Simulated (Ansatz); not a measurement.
BeS (model structure, started from the rocksalt type, Fm-3m, No. 225, 2 atoms in the cell) was calculated with PBE0 in Ansatz (PAW).

Excerpt of the program's output:

```
WARN output.stress: scf.exx.energy_threshold = 1e-6 eV is looser than the 2e-8 eV advised for a stress under a hybrid functional (1e-8 eV for each atom of the …
Crystal: 2 atoms, lattice volume = 24.173 Å³
Basis set: ecut = 460 eV, 537 PW (Γ), exchange–correlation on 48×48×48 points (8 copies of the dense FFT grid, shifted against one another)
Bands: 8, of which v1, the nominal top of the filled ones, is band 4 counted from 1 (3 counted from 0)
Symmetry: 48 space group operations
Space group: Fm-3m (ITA 225), of the structure as read, at distance tolerance 2.9e-5 Å
k-points: 47 of 1000
Functional: x = pbe(κ = 0.804, μ = 0.2195149727645171), c = pbe(β = 0.06672455060314922), warm-up for x = 0.75 pbe(κ = 0.804, μ = 0.2195149727645171) + 0.25 exact, c = pbe(β = 0.06672455060314922)
SCF iter   1: F=—  HF=-995.833134 eV  |F-HF|=—  |Δ(HF+E_count)|=         —  Δρ=1.05e-3  dr2=2.18e-4
SCF iter   2: F=-995.832815 eV  HF=-995.832756 eV  |F-HF|=5.91e-5  |Δ(HF+E_count)|=   3.77e-4  Δρ=4.99e-4  dr2=4.24e-5
Crystal: 2 atoms, lattice volume = 24.173 Å³
Initial density: handed on by an earlier stage of this run
Functional: x = 0.75 pbe(κ = 0.804, μ = 0.2195149727645171) + 0.25 exact, c = pbe(β = 0.06672455060314922)
  ...
Crystal: 2 atoms, lattice volume = 24.173 Å³
SCF iter   3: F=—  HF=-996.796189 eV  |F-HF|=—  |Δ(HF+E_count)|=   1.87e-8  Δρ=1.71e-6  dr2=8.27e-10
SCF iter   4: F=-996.796189 eV  HF=-996.796189 eV  |F-HF|=2.05e-12  |Δ(HF+E_count)|=  3.13e-10  Δρ=2.27e-7  dr2=2.31e-11
SCF 3 converged in 4 iterations: F = -996.796189 eV  dr2 = 2.31e-11
Free energy (F): -996.796189 eV
Internal energy: -996.796189 eV  (E = F + TS)
E sigma→0 (E₀):  -996.796189 eV
Fermi energy:    8.683328 eV
--- Stress (GPa, compression-positive) ---
        1.484522       0.000000      -0.000000
       -0.000000       1.484522       0.000000
        0.000000      -0.000000       1.484522
  P = ⅓ Tr σ = 1.4845 GPa (14.845 kbar)
```

**Question.** Write an input file that could have produced this run (the log leaves some choices open).

**Answer.** Several could match; the one computed here: 
Ansatz 0.2 input:
```yaml
crystal:
  lattice:
    - [0.0, 2.2949152318, 2.2949152318]
    - [2.2949152318, 0.0, 2.2949152318]
    - [2.2949152318, 2.2949152318, 0.0]
  atoms:
    - { symbol: S, position: [0.0, 0.0, 0.0] }
    - { symbol: Be, position: [0.5, 0.5, 0.5] }
basis:
  ecutwfc: 460
  ecutrho_ratio: 4
  xc_grid: 2
kpoints:
  mp_grid: { grid: [10, 10, 10] }
  band_path: { path: [[0, 0, 0], [0.0, 0.148438, -0.148437]], npoints: 1 }
hamiltonian:
  xc: pbe0
  dispersion: none
  pseudopotentials: { kind: paw }
scf:
  occupations: { method: fermi_dirac, width: 0.01 }
  convergence: { dr2_threshold: 0.0000000002 }
output:
  forces: true
  stress: true
  eigenvalues: true
  write_bands: true
```

The PAW data were made under PBE.

Note: the relaxation could raise the start's symmetry but not lower it, so the cell can be a saddle point. Note: cell and atoms aren't relaxed at this level (pressure 1.5 GPa).

Cost on a shared machine: very roughly 110 core-seconds.

A model structure was made by putting elements into a prototype or built by hand; it is no filed structure, need not be a known phase, and can be a saddle point held by its symmetry.

Ansatz is a quantum-chemistry and plane-wave program.
